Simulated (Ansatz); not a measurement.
TaO2F (P4₂/mmc, No. 131, 8 atoms in the cell; start mp-33997) was calculated with r²SCAN in Ansatz (PAW).

Settings: plane-wave cutoff 560 eV, 8×8×6 k mesh (along the axes of the cell as run), Fermi–Dirac smearing 0.01 eV, scalar-relativistic PAW data made under PBE.

Cell (relaxed at this level):

Space group P4₂/mmc (No. 131); a = b = 3.9428 Å, c = 7.7033 Å, α = β = γ = 90.00°

```tsv
atom	site	symmetry	x	y	z
Ta	2a	mmm.	0.0000	0.0000	0.0000
O	2e	-4m2	0.0000	0.0000	0.2500
O	2d	mmm.	0.5000	0.0000	0.0000
F	2c	mmm.	0.0000	0.5000	0.0000
```

Problem. What does this level give for the band gap and bulk modulus?

Solution. 
- band gap: 2.57 eV (on the SCF k mesh)
- bulk modulus: 199 GPa

Note: the relaxation could not lower the start's symmetry, so the cell can be a saddle point above a distorted one; the bulk modulus is −V dP/dV from two relaxed cells at ±2 % in volume.

Spin–orbit coupling is not included.

Computed values are for the static lattice.

Cost on a shared machine: roughly 4 core-minutes.

A start named mp-… is a Materials Project structure, which need not be a measured phase.

Ansatz is an electronic-structure program.
